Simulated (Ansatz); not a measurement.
Hypothetical CsCl type TiS: Ti → Sc

Take TiS in the CsCl type structure (space group Pm-3m, No. 221; a = 3.0103 Å; a hypothetical phase, not in the database extracts checked) as the base.

Modification: full substitution Ti → Sc, then cell and atoms are relaxed.

Computed with PBEsol/PAW in Ansatz (a program for electronic structure), scalar-relativistic without spin-orbit coupling. Γ-centred 15×15×15 mesh, Fermi–Dirac width 0.05 eV.

The density decreases by 0.92 g/cm³ to 3.95 g/cm³ and the lattice parameter a goes up by 0.178 Å (3.010 Å → 3.188 Å). The space group stays Pm-3m (No. 221) and the shortest interatomic distance grows by 0.154 Å, from 2.607 Å to 2.761 Å. The band gap stays zero and the magnetic state becomes weakly magnetic (sensitive to the mesh) (base: not spin-polarised). The largest site moment goes from zero to 0.29 μB.

Final structure:

```yaml
crystal:
  lattice:
    - [3.18803, 0.00000, 0.00000]
    - [0.00000, 3.18803, 0.00000]
    - [0.00000, 0.00000, 3.18803]
  atoms:
    - { symbol: Sc, position: [0.00000, 0.00000, 0.00000] }
    - { symbol: S, position: [0.50000, 0.50000, 0.50000] }
```

Other magnetic orders, which the real material may have, were not ruled out. Stability against distortions was not tested. Spin-polarised in the final run: ScS; the other runs are not.
